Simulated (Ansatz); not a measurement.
Start from CdTe in the zinc blende structure (space group F-43m, No. 216; a = 6.4887 Å). Axes: x, y, z lie along the cube axes.

All numbers come from Ansatz (an electronic-structure program) PBEsol, no spin-orbit coupling.

Strains are applied to the cell and any free atomic positions relax.

One change was made to it. Results:

```json
[
 {"quantity": "energy relative to the base (free energy F)", "base": "0 meV/atom", "after": "+1.2 meV/atom"},
 {"quantity": "valley order (the lowest conduction-band minima on the path, energy above the VBM, named in the base's zone)", "base": "Γ 0.65 eV; L along ⟨111⟩ 1.74 eV", "after": "Γ 0.59 eV; L along [111] 1.70 eV"}
]
```

Question: Name the change that was made.
(A) uniaxial strain ε_zz = +1.50 %
(B) uniaxial strain ε_zz = −2.50 %
(C) uniaxial strain ε_zz = +3.00 %

Answer: A, uniaxial strain ε_zz = +1.50 %. For comparison, the valley order in the other runs: uniaxial strain ε_zz = −2.50 % gives Γ 0.67 eV; L along [1-11] 1.70 eV; uniaxial strain ε_zz = +3.00 % gives Γ 0.53 eV; L along [111] 1.67 eV.

Spin-orbit coupling, missing from the scalar runs, can matter with Te. The levels and masses belong to the bands next to the band gap. Whether these cells are dynamically stable was not tested.
